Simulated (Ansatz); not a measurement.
Worked example: self-consistent single point of Ba (Fm-3m, 1 atom in the cell) in Ansatz (an electronic-structure program).

Method of the run: PBEsol, default PAW files made with PBE (plane waves; Ansatz).

```yaml
crystal:
  lattice:
    - [0.00000, 3.16240, 3.16240]
    - [3.16240, 0.00000, 3.16240]
    - [3.16240, 3.16240, 0.00000]
  atoms:
    - { symbol: Ba, position: [0.00000, 0.00000, 0.00000] }
```

Reference input (self-consistent single point, DFT, PBEsol, plane waves, default PAW files made with PBE): kpoints.mp_grid.grid = 12 12 12; hamiltonian.xc = pbesol; hamiltonian.pseudopotentials = {kind: paw} (the program's default PAW files); scf.occupations.method = fermi_dirac; scf.occupations.width = 0.05 eV. This run's input differs from it in these lines:

```diff
@@ -17,4 +17,4 @@
   occupations:
-    method: fermi_dirac
-    width: 0.05
+    method: cold
+    width: 0.2
 output:
```

Output, abridged:

```
SCF iter   1: F=—  HF=-5862.583898 eV  |F-HF|=—  |Δ(HF+E_count)|=         —  Δρ=1.59e-3  dr2=1.30e-3  ethr=1.77e-3  ⟨swp⟩=7.0  Hψ=5949  notcnv=0
all-band conjugate gradients solve this SCF's bands
preconditioner: auto → Kerker (q_TF=auto, 2.006 Å⁻¹)
SCF iter   2: F=—  HF=-5862.583952 eV  |F-HF|=—  |Δ(HF+E_count)|=   5.39e-5  S|Δr|=    0.00e0  Δρ=9.31e-4  dr2=5.29e-4  ethr=1.30e-5  ⟨swp⟩=2.5  Hψ=1476  notcnv=0
SCF iter   3: F=—  HF=-5862.583895 eV  |F-HF|=—  |Δ(HF+E_count)|=   5.71e-5  S|Δr|=    0.00e0  Δρ=1.39e-4  dr2=2.64e-5  ethr=5.29e-6  ⟨swp⟩=1.2  Hψ=662  notcnv=0
SCF iter   4: F=—  HF=-5862.583892 eV  |F-HF|=—  |Δ(HF+E_count)|=   2.62e-6  S|Δr|=    0.00e0  Δρ=3.76e-5  dr2=9.27e-7  ethr=2.64e-7  ⟨swp⟩=2.5  Hψ=965  notcnv=0
SCF iter   5: F=-5862.583892 eV  HF=-5862.583892 eV  |F-HF|=1.43e-8  |Δ(HF+E_count)|=   8.85e-8  S|Δr|=    0.00e0  Δρ=7.21e-6  dr2=3.52e-8  ethr=1.00e-9  ⟨swp⟩=6.9  Hψ=4464  notcnv=0
SCF 1 converged in 5 iterations: F = -5862.583892 eV  dr2 = 3.52e-8
Stability not checked (fill_not_monotonic)
Free energy (F): -5862.583892 eV
Internal energy: -5862.582410 eV  (E = F + TS)
E sigma→0 (E₀):  -5862.583398 eV
Entropy (-TS):   -0.001482 eV (-1.482 meV/atom)
Fermi energy:    5.738365 eV
--- Forces (eV/Å), atoms counted from 1 ---
  atom   1  Ba     0.00000000    -0.00000000    -0.00000000
--- Stress (GPa, compression-positive) ---
       -0.573836      -0.000000      -0.000000
       -0.000000      -0.573836       0.000000
       -0.000000      -0.000000      -0.573836
  P = ⅓ Tr σ = -0.5738 GPa (-5.738 kbar)
  The stress holds the Pulay correction. Without it, at fixed plane waves, as pw.x and ABINIT print it: P = -0.5747 GPa
```

The run converged in 5 iterations. Against the reference run the free energy rises by 6.1 meV/atom and the pressure moves little (-0.60 to -0.57 GPa).

The starting cell was generated: these elements placed on a structure prototype, without a prior relaxation; it need not be a known phase or ordering of this composition. Ansatz's pressure includes its estimate of the finite-basis (Pulay) stress.

Keys are those of Ansatz 0.2.
